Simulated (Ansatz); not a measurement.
Ansatz (a first-principles code) run on LiSc₃ (Pm-3m, 4 atoms in the cell): self-consistent single point.

Method of the run: PBE (plane waves, PAW; Ansatz).

```
CELL_PARAMETERS angstrom
      4.37444     0.00000     0.00000
      0.00000     4.37444     0.00000
      0.00000     0.00000     4.37444
ATOMIC_POSITIONS crystal
  Sc 0.00000 0.50000 0.50000
  Sc 0.50000 0.50000 0.00000
  Sc 0.50000 0.00000 0.50000
  Li 0.00000 0.00000 0.00000
```

Reference input (self-consistent single point, DFT, PBE, plane waves, default PAW files): kpoints.mp_grid.grid = 8 8 8; hamiltonian.xc = pbe; hamiltonian.pseudopotentials = {kind: paw} (the program's default PAW files); scf.occupations.method = cold; scf.occupations.width = 0.1 eV. This run's input differs from it in these lines:

Ansatz 0.2 input:
```diff
@@ -17,3 +17,3 @@
 scf:
-  occupations: { method: cold, width: 0.1 eV }
+  occupations: { method: cold, width: 0.8 eV }
 output:
```

Log, with long lists cut:

```
SCF iter   1: F=—  HF=-6611.322939 eV  |F-HF|=—  |Δ(HF+E_count)|=         —  Δρ=1.27e-3  dr2=7.51e-4  ethr=1.77e-3  ⟨swp⟩=3.5  Hψ=6061  notcnv=0
all-band conjugate gradients solve this SCF's bands
automatic band count: the SCF goes on with 30 bands, as 24 were too few: the levels above may hold too much charge
preconditioner: auto → Kerker (q_TF=auto, 2.370 Å⁻¹)
SCF iter   2: F=—  HF=-6611.322481 eV  |F-HF|=—  |Δ(HF+E_count)|=   4.58e-4  S|Δr|=    0.00e0  Δρ=7.68e-4  dr2=2.77e-4  ethr=2.09e-6  ⟨swp⟩=2.3  Hψ=1807  notcnv=0
SCF iter   3: F=—  HF=-6611.322622 eV  |F-HF|=—  |Δ(HF+E_count)|=   1.41e-4  S|Δr|=    0.00e0  Δρ=9.61e-5  dr2=8.07e-6  ethr=7.69e-7  ⟨swp⟩=2.0  Hψ=1224  notcnv=0
SCF iter   4: F=—  HF=-6611.322498 eV  |F-HF|=—  |Δ(HF+E_count)|=   1.23e-4  S|Δr|=    0.00e0  Δρ=2.79e-5  dr2=1.05e-6  ethr=2.24e-8  ⟨swp⟩=2.3  Hψ=1313  notcnv=0
SCF iter   5: F=-6611.322498 eV  HF=-6611.322498 eV  |F-HF|=2.48e-8  |Δ(HF+E_count)|=   1.74e-7  S|Δr|=    0.00e0  Δρ=6.73e-6  dr2=6.29e-8  ethr=2.78e-10  ⟨swp⟩=2.8  Hψ=3151  notcnv=0
SCF 1 converged in 5 iterations: F = -6611.322498 eV  dr2 = 6.29e-8
Stability not checked (fill_not_monotonic)
Free energy (F): -6611.322498 eV
Internal energy: -6610.898115 eV  (E = F + TS)
E sigma→0 (E₀):  -6611.181037 eV
Entropy (-TS):   -0.424383 eV (-106.096 meV/atom)
Fermi energy:    8.696785 eV
--- Forces (eV/Å), atoms counted from 1 ---
  atom   1  Sc     0.00000000     0.00000000     0.00000000
   [... zero for the other atoms too ...]
--- Stress (GPa, compression-positive) ---
        6.185530       0.000000       0.000000
        0.000000       6.185530       0.000000
        0.000000       0.000000       6.185530
  P = ⅓ Tr σ = 6.1855 GPa (61.855 kbar)
  The stress holds the Pulay correction. Without it, at fixed plane waves, as pw.x and ABINIT print it: P = 6.1629 GPa
```

The run converged in 5 iterations. Against the reference run the free energy falls by 59.6 meV/atom and the pressure goes from 5.25 to 6.19 GPa.

The starting cell was generated: these elements placed on a structure prototype, without a prior relaxation; it need not be a known phase or ordering of this composition. With a pressure of about 6 GPa the cell is away from its equilibrium volume at this level. Ansatz's pressure includes its estimate of the finite-basis (Pulay) stress.
